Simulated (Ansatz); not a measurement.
fcc Pb (1 1 0) on diamond (1 1 0) (film strained to the substrate, started from cuts of the bulks and a machine-learned relaxation; slabs C48 and Pb6, which can lie off the formulas)

A periodic stack without vacuum, fcc Pb (1 1 0) on diamond (1 1 0) (film strained to the substrate, started from cuts of the bulks and a machine-learned relaxation; slabs C48 and Pb6, which can lie off the formulas): substrate slab C48, film Pb6, surface cells [[0, 2], [-1, 0]] and [[1, 0], [0, 1]], film strained by +0.2 and +0.2 %, outermost planes C/C and Pb/Pb as cut, which need not be the usual terminations and can put a slab off its formula.

The start was prepared with a machine-learned potential, and the result is one local minimum, with the in-plane cell held and forces under 0.04 eV/Å; the film can end far from its bulk form.

The numbers are results of PBE (plane waves to 420 eV, PAW; Ansatz, a quantum-chemistry and plane-wave program), not measurements. Spin–orbit coupling is left out; the runs are not spin-polarised. Its k-point mesh 5×7×1, Fermi–Dirac width 0.05 eV.

- interface area = 18.0 Å²
- period = 26.87 Å
- heights between the nearest atoms of the two slabs at the two interfaces = 1.84 and 1.84 Å
- C–Pb contacts across the interfaces within 1.22 times the sum of covalent radii = 6, mean 2.51 Å
- hole barrier (PBE) = 0.79 eV
- electron barrier (PBE) = 3.34 eV

```
PbC8
1.0
    5.05079    -0.00027    -0.03784
   -0.00019     3.57118    -0.05139
    1.48235     0.80391    26.84967
C Pb
48 6
Direct
  0.07955   0.40555   0.08439
  0.58028   0.40556   0.08438
  0.33020   0.16446   0.08323
  0.82964   0.16520   0.08531
  0.34068   0.87906   0.04154
  0.84071   0.91022   0.04130
  0.59362   0.68262   0.03948
  0.08874   0.68270   0.03949
  0.55590   0.39871   0.17883
  0.05611   0.39870   0.17884
  0.80597   0.14900   0.17900
  0.30603   0.14958   0.17870
  0.81785   0.90426   0.13219
  0.31789   0.90307   0.13176
  0.06851   0.65492   0.13176
  0.56735   0.65496   0.13176
  0.03220   0.38800   0.27288
  0.53215   0.38804   0.27285
  0.28216   0.13814   0.27284
  0.78218   0.13807   0.27291
  0.29410   0.89335   0.22581
  0.79407   0.89351   0.22595
  0.54402   0.64362   0.22585
  0.04416   0.64363   0.22587
  0.50836   0.37711   0.36679
  0.00834   0.37691   0.36692
  0.75841   0.12720   0.36690
  0.25828   0.12721   0.36688
  0.77028   0.88256   0.31989
  0.27024   0.88253   0.31985
  0.02027   0.63266   0.31991
  0.52025   0.63260   0.31984
  0.98454   0.36467   0.46096
  0.48462   0.36612   0.46055
  0.23395   0.11664   0.46098
  0.73508   0.11666   0.46099
  0.24635   0.87134   0.41389
  0.74652   0.87134   0.41390
  0.49647   0.62166   0.41375
  0.99641   0.62220   0.41404
  0.46168   0.35147   0.55145
  0.96178   0.31943   0.55107
  0.70868   0.12290   0.55329
  0.21374   0.12294   0.55328
  0.72220   0.85624   0.50834
  0.22293   0.85626   0.50833
  0.97227   0.61488   0.50952
  0.47279   0.61624   0.50743
  0.92319   0.52915   0.70736
  0.44431   0.76531   0.62165
  0.89174   0.50668   0.83325
  0.40935   0.02265   0.76261
  0.85818   0.34019   0.97102
  0.37786   0.01447   0.88900
```
